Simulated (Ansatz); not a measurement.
Take LuN in the CsCl type structure (space group Pm-3m, No. 221; a hypothetical phase, not in the database extracts checked; relaxed with 0.1 eV smearing) as the base.

```
LuN
1.0
    2.89336     0.00000     0.00000
    0.00000     2.89336     0.00000
    0.00000     0.00000     2.89336
Lu N
1 1
Direct
  0.00000   0.00000   0.00000
  0.50000   0.50000   0.50000
```

Cartesian axes are those of the cell as printed.

Calculations: PBEsol/PAW in Ansatz (a program for electronic structure), no spin-orbit coupling.

Strains are applied to the cell and any free atomic positions relax; under biaxial strain the out-of-plane vector relaxes too.

One change was made to it. Results:

```json
[
 {"quantity": "energy relative to the base (free energy F)", "base": "0 meV/atom", "after": "+31 meV/atom"},
 {"quantity": "pressure (mean of the normal stresses, compression positive)", "base": "0.0 GPa", "after": "-6.3 GPa"}
]
```

Q: Name the change that was made.
A. uniaxial strain ε_xx = +3.94 %
B. uniaxial strain ε_yy = +1.93 %
C. biaxial strain −1.48 %, plane normal [001], relaxed out of plane
D. strain tensor (xx, yy, zz, yz, xz, xy) = (+1.10, −1.35, +0.48, −0.21, +0.60, +0.92) %

A: A, uniaxial strain ε_xx = +3.94 %. For comparison, the energy relative to the base in the other runs: uniaxial strain ε_yy = +1.93 % gives +7.5 meV/atom; biaxial strain −1.48 %, plane normal [001], relaxed out of plane gives +9.2 meV/atom; strain tensor (xx, yy, zz, yz, xz, xy) = (+1.10, −1.35, +0.48, −0.21, +0.60, +0.92) % gives +5.0 meV/atom.

Stability against distortions was not tested. All final runs are without spin polarisation.
